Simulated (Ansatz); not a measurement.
BaTiO3: element substitutions

Start from BaTiO₃ in the cubic perovskite structure (space group Pm-3m, No. 221; a = 3.994 Å).

Each row replaces one element on all its sites; cell and atoms are relaxed.

The values are results of Ansatz (a first-principles code) r2SCAN, scalar-relativistic without spin-orbit coupling, earlier PAW set, not measurements.

| case | band gap | lattice parameter a |
|---|---|---|
| base | 2.18 eV | 3.994 Å |
| Ti → Hf | 4.20 eV | 4.177 Å |
| Ti → Zr | 3.74 eV | 4.205 Å |
| Ti → Sc | zero | 4.179 Å |

Other magnetic orders, which the real material may have, were not ruled out. Spin-orbit coupling, missing from the scalar runs, can matter with Hf. Stability against distortions was not tested. For BaScO3 in this form, whether it has been made was not checked. Spin-polarised in the final run: BaScO3; the other runs are not. Many cubic perovskites are stable only at high temperature; tilts and polar distortions were not tested. This is not the structure that BaTiO3 has at room temperature and ambient pressure.
